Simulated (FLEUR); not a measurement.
Band structure of Pb (Fm-3m, 1 atom in the cell).

```
CELL_PARAMETERS angstrom
      0.00000     2.47500     2.47500
      2.47500     0.00000     2.47500
      2.47500     2.47500     0.00000
ATOMIC_POSITIONS crystal
  Pb 0.00000 0.00000 0.00000
```

Level of theory: PBE, all-electron FLAPW (FLEUR), scalar-relativistic valence run with FLEUR.

Settings: Kmax = 3.8 1/bohr; GmaxXC = 15.2 1/bohr; xcFunctional = pbe; jspins = 1; l_soc = F; mode = hist; fermiSmearingEnergy = 0.00367493 Htr; mesh (inpgen div1-3) = 9 9 9; inpgen gamma flag = false; Gmax = 15.2 1/bohr; numbands = 0; maxIterBroyd = 15; imix = Anderson; alpha = 0.05.

The starting cell has typed, rounded lattice constants, without a prior relaxation at this level. Spin-orbit coupling is off. Values depend on the basis (sphere radii, cutoffs, local orbitals), which need not be converged.

Levels in eV from the Fermi level, bands 4 to 11:
```
point       4       5       6      7      8     9     10     11
-----  ------  ------  ------  -----  -----  ----  -----  -----
Γ      -16.80  -16.80  -11.67   7.52   7.52  7.52   9.84  11.63
X      -16.63  -16.63   -6.62  -3.18   2.15  2.15   5.49   6.75
W      -16.75  -16.63   -6.52  -1.28  -1.28  0.36  10.97  12.26
K      -16.73  -16.67   -6.71  -2.19  -1.13  3.08   6.58  11.46
L      -16.66  -16.66   -8.04  -4.11   5.68  5.68   9.32   9.64
U      -16.73  -16.67   -6.71  -2.19  -1.13  3.08   6.58  11.46
```
